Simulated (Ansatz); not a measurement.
**Effect of 1 layer on hypothetical P6_3/mmc PtSe2**

Base system: PtSe2 in the 2H-MoS2 type structure (space group P6_3/mmc, No. 194; a = 3.505 Å, c = 10.737 Å; a hypothetical phase, not in the database extracts checked; layered, stacked along the Cartesian z axis).

Now apply this change: a free-standing slab of 1 layer (3 atoms, 3 a layer) is cut normal to the stacking axis, with 15 Å of vacuum and the in-plane cell relaxed.

All numbers come from Ansatz (an electronic-structure program) PBEsol-D3(BJ), spin-orbit coupling left out, earlier PAW set. k-mesh 15×15×1 (Γ-centred); smearing 0.05 eV (Fermi–Dirac), for the changed cell.

- Shortest interatomic distance: 2.524 Å (base 2.536 Å)
- Band gap: zero (base zero)
- Excess energy per area of both faces (slab less bulk energy over the cell's area: twice a surface energy): 1.30 J/m² (uncertain by up to 0.05 J/m²)
- Thickness between the outermost nuclei: 3.01 Å
- In-plane lattice parameter a: 3.508 Å (base 3.505 Å)

Final structure:

```yaml
crystal:
  lattice:
    - [3.50790, 0.00000, 0.00000]
    - [1.75395, 3.03793, 0.00000]
    - [0.00000, 0.00000, 18.05779]
  atoms:
    - { symbol: Se, position: [0.33333, 0.33333, 0.41662] }
    - { symbol: Pt, position: [0.66667, 0.66667, 0.50000] }
    - { symbol: Se, position: [0.33333, 0.33333, 0.58338] }
```

The excess energy carries the mismatch between the slab's and the bulk's meshes. Whether these cells are dynamically stable was not tested. The final runs are not spin-polarised. PtSe2 has a high density of states at the Fermi level and may be magnetic at this level.
